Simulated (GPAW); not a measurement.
GPAW run on CuI (F-43m, 2 atoms in the cell): self-consistent single point.

Method of the run: PBE, GPAW PAW datasets PBE (gpaw-data 1.0.1) (plane waves; GPAW 25.7.0).

```xyz
2
Lattice="0.0000 3.0250 3.0250 3.0250 0.0000 3.0250 3.0250 3.0250 0.0000" Properties=species:S:1:pos:R:3 pbc="T T T"
Cu     0.0000     0.0000     0.0000
I      1.5125     1.5125     1.5125
```

Reference input (self-consistent single point, DFT PBE, plane waves, GPAW PAW datasets PBE (gpaw-data 1.0.1)): mode = pw; ecut = 800 eV; xc = PBE; kpts = 5 5 5; mesh shift (steps) = 0 0 0; occupations.name = fermi-dirac; occupations.width = 0.01 eV; nbands = -4; convergence.bands = -2; symmetry.symmorphic = false; symmetry.tolerance = 0.0005; maxiter = 150. This run's input differs from it in these lines:

```diff
@@ -14,3 +14,3 @@
             xc='PBE',
-            kpts=(5, 5, 5),
+            kpts={'size': (8, 8, 8), 'gamma': True},
             occupations={'name': 'fermi-dirac', 'width': 0.01},
```

Output, abridged:

```
     iter     time        total  log10-change:
                         energy   eigst   dens
iter:   1 --:--:--    -5.667459   +0.90
iter:   2 --:--:--    -5.616719   -0.72  -1.49
iter:   3 --:--:--    -5.634468   -0.60  -1.51
iter:   4 --:--:--    -5.656720   -1.97  -1.67
iter:   5 --:--:--    -5.490778   -1.02  -1.69
iter:   6 --:--:--    -5.483611   -3.18  -2.54
iter:   7 --:--:--    -5.483580c  -3.70  -2.76
iter:   8 --:--:--    -5.483625c  -4.67  -2.82
iter:   9 --:--:--    -5.483737c  -4.27  -3.09
iter:  10 --:--:--    -5.483728c  -4.14  -3.31
iter:  11 --:--:--    -5.483753c  -5.34  -3.51
iter:  12 --:--:--    -5.483675c  -4.47  -3.49
iter:  13 --:--:--    -5.483677c  -5.84  -4.20c
iter:  14 --:--:--    -5.483676c  -5.88  -4.20c
iter:  15 --:--:--    -5.483677c  -7.11  -4.24c
iter:  16 --:--:--    -5.483677c  -7.87c -4.19c
Converged after 16 iterations.

Dipole moment: (-5.298983, -5.298983, -5.298983) |e|*Ang

Energy contributions relative to reference atoms: (reference = -238562.247507)

Kinetic:         +1.104707
Potential:       -1.775406
External:        +0.000000
XC:              -4.843039
Entropy (-ST):   -0.000000
Local:           +0.030061
SIC:             +0.000000
--------------------------
Free energy:     -5.483677
Extrapolated:    -5.483677

Showing only first 2 kpts
 Kpt  Band  Eigenvalues  Occupancy
  0     7      4.53923    2.00000
  0     8      4.53923    2.00000
  0     9      5.69833    0.00000
  0    10      9.42298    0.00000

  1     7      4.23391    2.00000
  1     8      4.23391    2.00000
  1     9      6.71810    0.00000
  1    10      8.77199    0.00000

Fermi level: 5.38908

Gap: 1.159 eV
Transition (v -> c):
  (s=0, k=0, n=8, [0.00, 0.00, 0.00]) -> (s=0, k=0, n=9, [0.00, 0.00, 0.00])
No difference between direct/indirect transitions
Energy (eV): -5.483677

Forces in eV/Ang:
  0 Cu   -0.00000    0.00000   -0.00000
  1 I    -0.00000    0.00000   -0.00000

Stress tensor:
    -0.006292     0.000000    -0.000000
     0.000000    -0.006292    -0.000000
    -0.000000    -0.000000    -0.006292
Stress (GPa, Voigt): [-1.0081 -1.0081 -1.0081 -0.     -0.      0.    ]
```

The run converged in 16 iterations. GPAW prints stress with tension positive. Against the reference run the free energy goes down by 4.3 meV/atom, the pressure hardly changes (1.11 to 1.01 GPa) and the gap on the mesh moves little (1.156 to 1.159 eV).

The starting cell has typed, rounded lattice constants, without a prior relaxation at this level. Spin-orbit coupling is off.
